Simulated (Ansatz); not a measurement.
Consider SiSe₂ (space group Ibam, No. 72; a = 6.299 Å, b = 9.307 Å, c = 5.856 Å; made of chains). Axes: x, y, z lie along a, b, c of the conventional cell.

The change: tensile biaxial strain of 1.13 % in the plane normal to [001], as in epitaxy on a mismatched substrate; the out-of-plane cell vector and the atoms relax.

Levels (all Ansatz, a program for electronic structure, PAW, earlier PAW set): PBEsol (420 eV, no spin-orbit coupling); PBEsol+SOC (420 eV, spin-orbit coupling included).

The geometry is relaxed with PBEsol.

| Item | Value |
|---|---|
| PBEsol smallest direct gap | 1.76 eV |
| PBEsol band gap | 1.72 eV |
| PBEsol width of the top valence band | 0.75 eV |

### Question
How does going to PBEsol+SOC change the smallest direct gap, band gap and width of the top valence band?

### Answer
The smallest direct gap is still 1.76 eV; the band gap stays 1.72 eV; the width of the top valence band drops by 0.04 eV (0.75 eV → 0.71 eV).

A biaxial case was relaxed in a doubled cell and then solved in the primitive one. Single points use the geometry relaxed with PBEsol. The spin-orbit shifts are approximate. No phonon test of stability was made. No dispersion term is included in the PBEsol runs.
